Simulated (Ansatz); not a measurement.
We consider Hf2B2Ge (model structure, started from the Ti2InB2 type, P-6m2, No. 187, 5 atoms in the cell), described by r²SCAN (Ansatz, a quantum-chemistry and plane-wave program, PAW).

The input as run:

Ansatz 0.2 input:
```yaml
crystal:
  lattice:
    - [3.187515894, 0.0000003007, 0.0]
    - [-1.5937582074, 2.7604695889, 0.0]
    - [0.0, 0.0, 7.7887671777]
  atoms:
    - { symbol: Hf, position: [0.3333333333, 0.6666666667, 0.7169208473] }
    - { symbol: Hf, position: [0.3333333333, 0.6666666667, 0.2830791527] }
    - { symbol: Ge, position: [0.0, 0.0, 0.0] }
    - { symbol: B, position: [0.0, 0.0, 0.5] }
    - { symbol: B, position: [0.6666666667, 0.3333333333, 0.5] }
basis:
  ecutwfc: 560
  ecutrho_ratio: 4
  xc_grid: 3
kpoints:
  mp_grid: { grid: [24, 24, 8] }
hamiltonian:
  xc: r2scan
  dispersion: none
  pseudopotentials: { kind: paw }
scf:
  occupations: { method: fermi_dirac, width: 0.05 }
output:
  forces: true
  stress: true
  eigenvalues: true
relax:
  f_tol: 0.004
  escape_saddle: false
  max_steps: 80
  cell: { stress_tol: 0.02, fix: [volume] }
```

The run printed, among other lines:

```
Relaxation: its limit of steps is 80 (relax.max_steps)
Crystal: 5 atoms, lattice volume = 68.534 Å³
Basis set: ecut = 560 eV, 2071 PW (Γ), exchange–correlation on 75×75×192 points (27 copies of the dense FFT grid, shifted against one another)
Bands: 44, of which v1, the nominal top of the filled ones, is band 36 counted from 1 (35 counted from 0)
Symmetry: 12 space group operations
Space group: P-6m2 (ITA 187), of the structure as read, at distance tolerance 4.1e-5 Å
k-points: 305 of 4608 (time reversal used)
Functional: x = r2scan, c = r2scan; τ floored in thin density (d = 2e-4 eV/Å³)
SCF iter   1: F=—  HF=-36086.339435 eV  |F-HF|=—  |Δ(HF+E_count)|=         —  Δρ=8.83e-3  dr2=8.37e-2  dr2_τ=2.77e-1
SCF iter   2: F=—  HF=-36086.400932 eV  |F-HF|=—  |Δ(HF+E_count)|=   6.15e-2  Δρ=4.24e-3  dr2=3.06e-2  dr2_τ=1.87e-3
  ...
SCF 1 converged in 9 iterations: F = -36086.396507 eV  dr2 = 2.46e-8
Crystal: 5 atoms, lattice volume = 68.534 Å³
Initial density: handed on by an earlier stage of this run
SCF 2 converged in 8 iterations: F = -36086.396343 eV  dr2 = 3.55e-8
Crystal: 5 atoms, lattice volume = 68.534 Å³
SCF 3 converged in 12 iterations: F = -36086.397091 eV  dr2 = 7.78e-13
Crystal: 5 atoms, lattice volume = 68.534 Å³
SCF iter   3: F=—  HF=-36086.397091 eV  |F-HF|=—  |Δ(HF+E_count)|=    0.00e0  Δρ=1.23e-7  dr2=1.30e-11  dr2_τ=1.02e-12
SCF iter   4: F=-36086.397091 eV  HF=-36086.397091 eV  |F-HF|=7.28e-12  |Δ(HF+E_count)|=    0.00e0  Δρ=7.83e-8  dr2=5.48e-12  dr2_τ=3.56e-13
SCF 4 converged in 4 iterations: F = -36086.397091 eV  dr2 = 5.48e-12
SCF converged after 4 iterations
Free energy (F): -36086.397091 eV
Internal energy: -36086.389645 eV  (E = F + TS)
E sigma→0 (E₀):  -36086.393368 eV
Fermi energy:    18.431585 eV
--- Forces (eV/Å), atoms counted from 1 ---
  atom   1  Hf     0.00000000    -0.00000000    -0.00050986
  atom   2  Hf     0.00000000    -0.00000000     0.00050986
  atom   3  Ge    -0.00000000     0.00000000    -0.00000000
  atom   4  B      0.00000000     0.00000000    -0.00000000
  atom   5  B      0.00000000    -0.00000000     0.00000000
--- Stress (GPa, compression-positive) ---
       -3.443777      -0.000000      -0.000000
       -0.000000      -3.443777       0.000000
       -0.000000       0.000000      -3.445879
  P = ⅓ Tr σ = -3.4445 GPa (-34.445 kbar)
```

The cell is one volume of an energy–volume scan, off the minimum.

The PAW data were made under PBE.

Note: the relaxation could raise the start's symmetry but not lower it, so the cell can be a saddle point.

A model structure was made by putting elements into a prototype or built by hand; it is no filed structure, need not be a known phase, and can be a saddle point held by its symmetry.
